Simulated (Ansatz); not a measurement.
SnS (Fm-3m, No. 225, 2 atoms in the cell; start mp-1876; a measured phase of this formula has another space group) was calculated with HSE06+SOC in Ansatz (plane waves, PAW).

Numerical settings: plane-wave cutoff 460 eV, 8×8×8 k mesh, Fermi–Dirac smearing 0.01 eV, PAW data made under PBE.

Cell (relaxed with PBEsol):

```xyz
2
Lattice="0.0000 2.8719 2.8719 2.8719 0.0000 2.8719 2.8719 2.8719 0.0000" Properties=species:S:1:pos:R:3 pbc="T T T"
Sn     2.8719     2.8719     2.8719
S      0.0000     0.0000     0.0000
```

Q: Give the computed band gap, smallest direct gap on the k points sampled and Γ–Γ gap.

A: 
- band gap: 0.31 eV
- smallest direct gap on the k points sampled: 0.33 eV
- Γ–Γ gap: 8.28 eV

Note: cell and atoms aren't relaxed at this level (pressure 1.9 GPa).

A start named mp-… is a Materials Project structure, which need not be a measured phase.

Ansatz is an electronic-structure program.
